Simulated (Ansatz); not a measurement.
# Pressure series in Ir

Start from Ir in the fcc (Cu type) structure (space group Fm-3m, No. 225; a = 3.844 Å).

Cell and atoms are relaxed at each pressure.

Method: r2SCAN (Ansatz, a quantum-chemistry and plane-wave program), no SOC.

```json
[
 {"pressure (GPa)": "-2", "volume per atom (Å³/atom)": "14.282"},
 {"pressure (GPa)": "-1", "volume per atom (Å³/atom)": "14.243"},
 {"pressure (GPa)": "0", "volume per atom (Å³/atom)": "14.205"},
 {"pressure (GPa)": "2.1", "volume per atom (Å³/atom)": "14.127"},
 {"pressure (GPa)": "4.5", "volume per atom (Å³/atom)": "14.041"},
 {"pressure (GPa)": "9", "volume per atom (Å³/atom)": "13.888"},
 {"pressure (GPa)": "15", "volume per atom (Å³/atom)": "13.698"},
 {"pressure (GPa)": "22.5", "volume per atom (Å³/atom)": "?"},
 {"pressure (GPa)": "30", "volume per atom (Å³/atom)": "13.282"}
]
```

**Question.** Fit the third-order Birch–Murnaghan form P(V) = (3B₀/2)[(V₀/V)^(7/3) − (V₀/V)^(5/3)]·[1 + (3/4)(B₀′ − 4)((V₀/V)^(2/3) − 1)] (squares taken in P) to the rows shown and predict the withheld row.

**Answer.** Least squares on the printed values gives V₀ = 14.205 Å³/atom, B₀ = 376 GPa, B₀′ = 5.1; this predicts 13.481 Å³/atom, and the run gives 13.481 Å³/atom, in agreement.

Measured bulk modulus of Ir: 365 GPa (static lattice; corrected from measurement; as listed in H. Levämäki et al., Physical Review B (2014)); the computed value is 3 % above it.

Load acts through the strain it causes; cell and atoms are relaxed under it. Stability against distortions was not tested. No other phases were tried under pressure. The final runs are not spin-polarised.
